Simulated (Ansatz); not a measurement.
Ca₃P₂ (model structure, started from the A-La2O3 type, P-3m1, No. 164, 5 atoms in the cell), treated with G0W0@PBEsol+SOC in Ansatz (hard PAW, contour deformation, complete-basis limit, spin–orbit shift from PBEsol).

Settings: largest k mesh 9×9×4 (not extrapolated in the mesh).

Cell (relaxed with PBEsol):

Space group P-3m1 (No. 164); a = b = 4.683 Å, c = 6.669 Å, α = β = 90.00°, γ = 120.00°

```tsv
atom	site	symmetry	x	y	z
P	2d	3m.	0.3333	0.6667	0.2238
Ca	1a	-3m.	0.0000	0.0000	0.0000
Ca	2d	3m.	0.6667	0.3333	0.3323
```

Question: Predict the band gap.

Answer: 
- band gap = 1.97 eV

Note: spin–orbit coupling enters as the shift of the gap found with a semilocal functional; the relaxation could raise the start's symmetry but not lower it, so the cell can be a saddle point.

Computed values are for the static lattice.

Computing time: very roughly 4 core-hours.

A model structure was made by putting elements into a prototype or built by hand; it is no filed structure, need not be a known phase, and can be a saddle point held by its symmetry.

Ansatz is a program for electronic structure.
